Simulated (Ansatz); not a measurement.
Functionals compared on Br on the 1x1 (111) surface of fcc Pt, one in a 2x2 cell, started at the site 'bridge Pt-Pt (span 2.8 Å)', in Ansatz (plane waves, PAW). The structure was relaxed with PBE; the other rows are single points on it, each with its references at the same level. Cutoff 420 eV (500 eV for r2SCAN).

Model: 17-atom slab, 6.9 Å thick at the start under the adsorbate (thin: gaps and levels are the slab's own), 6x6x1 mesh, Fermi-Dirac 0.1 eV, dipole correction, 8 atoms held, the rest relaxed; held to the start's symmetry, so lower structures may exist; no spin, no spin-orbit, no U, no dispersion correction. At the end it is bonded to 3 Pt. In PBE it is, or lies within 0.03 eV of, the lowest of the starts that converged. These notes are the PBE run's. Adsorption energies are against ½ Br2(g). A negative adsorption energy means that the adsorbate is more stable on the surface than in its reference.

```tsv
functional	adsorption energy (eV)	work function of the top face (eV)	change of the work function (eV)	rough cost of the single point
PBE	-1.14	4.97	-0.71	–
RPBE	-0.84	4.88	-0.64	around 2.3 core-minutes (rough)
r2SCAN	-1.43	5.13	-0.62	about 5 core-minutes (a rough figure)
```

Ansatz is a first-principles code.
